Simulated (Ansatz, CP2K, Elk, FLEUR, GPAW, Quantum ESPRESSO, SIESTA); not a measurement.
**Code comparison for TiSb2 (I4/mcm, 6 atoms in the cell)**

Self-consistent single point, at a second geometry (lattice scaled by 0.98). First geometry:

```yaml
crystal:
  lattice:
    - [-3.35146, 3.35146, 2.89799]
    - [3.35146, -3.35146, 2.89799]
    - [3.35146, 3.35146, -2.89799]
  atoms:
    - { symbol: Ti, position: [0.25000, 0.25000, 0.00000] }
    - { symbol: Ti, position: [0.75000, 0.75000, 0.00000] }
    - { symbol: Sb, position: [0.65204, 0.84796, 0.50000] }
    - { symbol: Sb, position: [0.34796, 0.15204, 0.50000] }
    - { symbol: Sb, position: [0.84796, 0.34796, 0.19592] }
    - { symbol: Sb, position: [0.15204, 0.65204, 0.80408] }
```

Shared settings, as Ansatz (an electronic-structure program) writes them: kpoints.mp_grid.grid = 5 5 5; scf.occupations.method = fermi_dirac; scf.occupations.width = 0.1 eV. Potentials and cutoffs stand in the table.

```csv
code,model,ΔF from the first geometry (meV/atom),pressure (GPa),largest force (eV/Å),cutoff
SIESTA,"GGA PBEsol, numerical atomic orbitals DZP, PseudoDojo PBEsol standard norm-conserving potentials (rewritten from UPF to PSML)",17.1,5.31,0.363,grid 300 Ry
Ansatz,"PBEsol, default PAW files made with PBE",-2.5,2.80,0.180,default
Quantum ESPRESSO,"PBEsol, PseudoDojo standard norm-conserving (PBESOL) pseudopotentials",-2.9,2.77,0.178,85 Ry
CP2K,"PBEsol, GPW, DZVP-MOLOPT-SR-GTH basis, GTH-PBE potentials (GTH_POTENTIALS)",28.7,7.15,0.281,grid 600 Ry
GPAW,"PBEsol, GPAW PAW datasets PBEsol (made by gpaw-setup)",-3.8,2.55,0.145,800 eV
FLEUR,"PBEsol, all-electron FLAPW (FLEUR), scalar-relativistic valence",-0.8,–,0.178,Kmax 4 1/bohr
Elk,"PBEsol, all-electron FP-LAPW, Elk's shipped species files, APW+lo basis with extra local orbitals",-2.6,–,–,rgkmax 7.5
```

A dash marks a value that a program does not give, or that is left out as unsure.

On Ansatz's run: spin-orbit coupling is off. Spin polarisation is off.

The spread over the programs that give each value: ΔF from the first geometry within 32.5 meV/atom; pressure within 4.60 GPa; largest force within 0.218 eV/Å.

SIESTA and CP2K use small atom-centred bases, whose incompleteness enters pressures, forces and empty levels differently from a plane-wave cutoff. FLEUR and Elk treat all electrons, but the usual bases taken here (sphere radii, linearisation, local orbitals, empty states) were not tested for convergence, so the values are no reference for the others. Ansatz's pressure is given at a fixed set of plane waves, as the other plane-wave codes print theirs; with its correction for the finite basis it is 2.84 GPa. In the pressure, SIESTA (by 2.54) and CP2K (by 4.38) lie more than 1 GPa from the median of the plane-wave programs. In the force vectors, SIESTA (by 0.185) and CP2K (by 0.103) lie more than 0.08 eV/Å from the median of the plane-wave programs.

The starting cell comes from a database of computed structures (which also holds hypothetical and non-ambient phases and stackings), without a prior relaxation at this level. For this run, on top of that: lattice scaled by 0.98.

Keys are those of Ansatz 0.2.
